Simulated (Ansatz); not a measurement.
Start from InP in the zinc blende structure (space group F-43m, No. 216; a = 5.827 Å). Axes: x, y, z lie along the cube axes.

Calculations: LDA, PAW, 420 eV (Ansatz, an electronic-structure program; scalar-relativistic without spin-orbit coupling).

The change: the cell is compressed by 1.00 % along z with no lateral relaxation; the atoms relax in the strained cell.

Q: Predict the stress tensor and what it implies for the stiffness.

A: Stress of the strained cell less that of the base (GPa, compression positive):
```
   0.59    0.00    0.00
   0.00    0.59    0.00
   0.00    0.00    1.02
```

Then −Δσ_ii/ε with ε = -0.0100 gives relaxed-ion elastic constants: C33 ≈ 102 GPa, C13 ≈ 59 GPa and C23 ≈ 59 GPa.

Stability against distortions was not tested.
